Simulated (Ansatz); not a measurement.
For ZrSe (model structure, started from the CsCl type, Pm-3m, No. 221, 2 atoms in the cell), LDA (Ansatz, an electronic-structure program, PAW) gives:

```
Quantity                              Result
------------------------------  ------------
equilibrium lattice constant a       3.290 Å
bulk modulus B0                      143 GPa
cohesive energy                 6.76 eV/atom
```

**Question.** What does PBEsol (Ansatz, plane waves, PAW) give for the same quantities?

**Answer.** 
- lattice constant a: 3.314 Å (goes up by 0.7 %)
- bulk modulus: 135 GPa (falls by 5.6 %)
- cohesive energy: 6.15 eV/atom (decreases by 0.61 eV/atom)

Changes are worked out from the printed values.

Unless a cell is named, each level is at its own relaxed cell (LDA 17.81, PBEsol 18.20 Å³/atom).

Caveats: the bulk modulus is −V dP/dV from two relaxed cells at ±2 % in volume (LDA, PBEsol). Ansatz's density-functional and Hartree–Fock values are scalar-relativistic unless marked +SOC, with PAW data made under PBE.

A model structure was made by putting elements into a prototype or built by hand; it is no filed structure, need not be a known phase, and can be a saddle point held by its symmetry.
